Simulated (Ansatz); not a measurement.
Band gap of diamond and zinc-blende semiconductors: r2SCAN against PBEsol

Ansatz (plane waves, PAW); cells keep the symmetry of their structure type. Ansatz (a first-principles code) is a plane-wave DFT program; potentials: the later of its two PAW sets. No spin-orbit coupling. PBEsol gaps are read at band edges searched over the zone in cells relaxed at that level, r2SCAN gaps at band edges searched over the zone in cells relaxed at that level. The two cells differ, so the slope holds a volume effect too.

Here x stands for PBEsol gap and y for r2SCAN gap.

| solid | PBEsol gap (eV) | r2SCAN gap (eV) |
|---|---|---|
| GaAs | 0.42 | ? |
| InP | 0.57 | 1.03 |
| CdTe | 0.65 | 1.16 |
| BAs | 1.08 | 1.37 |
| GaN | 1.70 | 2.17 |
| BeTe | 1.84 | 2.38 |
| ZnS | 2.09 | 2.70 |
| AlN | 3.19 | 3.94 |
| C | 4.03 | 4.36 |

**Question.** Fit y against x with a straight line, and predict the withheld value at x = 0.42.

**Answer.** With u = x - 1.9, the rows have u = -1.3300, -1.2500, -0.8200, -0.2000, -0.0600, 0.1900, 1.2900, 2.1300. Means: u -0.0062500, y 2.389. About the means, the sum of products is 10.482 and the sum of squares of u is 10.284; the slope is their ratio. Least squares gives y = 2.395 + 1.0192·u. Residuals (row less fit): -0.009, 0.039, -0.189, -0.021, 0.046, 0.111, 0.230, -0.206; standard error 0.157 (degrees of freedom: 6). The slope is 1.02 with a standard error of 0.049. At the withheld row, u = -1.4800, so y = 2.395 + 1.0192 × (-1.4800) = 0.887 eV. The calculation gives 0.96 eV, 0.073 eV above the prediction (2.1 % of the range of y in the table). The row lies outside the fitted rows, so this is an extrapolation. From the scatter of the fitted rows alone, a prediction at this place has a standard error of 0.181 eV, so the miss is 0.4 times that.

GaN is here a metastable form; wurtzite is the usual one. AlN is here a metastable form; wurtzite is the usual one. Spin-orbit coupling is left out, which can shift this property for GaAs, InP, CdTe, BAs, BeTe. The rows are a random draw from the solids of this series computed here; series whose standard error about the line passes 12 to 30 % of the range of y, or with no trend, aren't shown in this form.
